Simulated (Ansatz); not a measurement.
The starting structures come from a database of crystals and need not be the phases stable at ambient conditions.

Inside the gap of an insulator the Bloch states are evanescent, with a wavenumber k + iκ along the transport direction.

Here is the system:

```
FeAsTe
1.0
    6.09569     0.00000     0.00000
    0.00000     6.19397     0.00000
    0.00000    -2.54032     5.68411
Fe Te As
4 4 4
Direct
  0.00928   0.28529   0.29245
  0.99072   0.71471   0.70755
  0.50928   0.71471   0.20755
  0.49072   0.28529   0.79245
  0.62869   0.15376   0.36664
  0.37131   0.84624   0.63336
  0.12869   0.84624   0.13336
  0.87131   0.15376   0.86664
  0.35206   0.35692   0.16244
  0.64794   0.64308   0.83756
  0.85206   0.64308   0.33756
  0.14794   0.35692   0.66244
```

Space group of this cell: P2_1/c. The cell is taken as given.

Transport runs along the normal of the first two printed cell vectors.

No gap correction and no spin-orbit coupling; mid-gap values are interpolated between computed energies.

### Question
Estimate the band gap and the smallest decay constant κ at mid-gap that r2SCAN run with Ansatz (a quantum-chemistry and plane-wave program) returns for this system.

### Answer
Gap 0.93 eV on a 6×6×6 mesh; κ = 0.171 1/Å, at (0.000, 0.333) of the in-plane reciprocal vectors. At the zone centre, at the nearest computed energy, the slowest state has κ = 0.21 1/Å.
